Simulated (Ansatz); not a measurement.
## Effect of isotropic strain +1.10 % on Sc

Base system: Sc in the hcp (Mg type) structure (space group P6_3/mmc, No. 194; a = 3.318 Å, c = 5.186 Å; relaxed with 0.1 eV smearing).

One thing is altered: the cell is scaled by 1.0110 in all directions, atoms relaxed at fixed cell.

The values are results of PBE in Ansatz (plane waves to 420 eV, PAW, no spin-orbit coupling), earlier PAW set, not measurements. Γ-centred 20×20×11 mesh, Fermi–Dirac width 0.1 eV.

```json
[
 {"quantity": "shortest interatomic distance", "base": "3.224 Å", "changed": "3.259 Å", "shift": "+0.035 Å"},
 {"quantity": "energy relative to the base (free energy F)", "base": "0 meV/atom", "changed": "+4.4 meV/atom", "shift": "+4.4 meV/atom"},
 {"quantity": "pressure (mean of the normal stresses, compression positive)", "base": "0.0 GPa", "changed": "-1.7 GPa", "shift": "-1.7 GPa"},
 {"quantity": "band gap", "base": "zero", "changed": "zero", "shift": "–"}
]
```

Final structure:

```
Sc
1.0
    3.35449     0.00000     0.00000
   -1.67725     2.90508     0.00000
    0.00000     0.00000     5.24307
Sc
2
Direct
  0.33333   0.66667   0.75000
  0.66667   0.33333   0.25000
```

No phonon test of stability was made. All final runs are without spin polarisation.

Ansatz is an electronic-structure program.
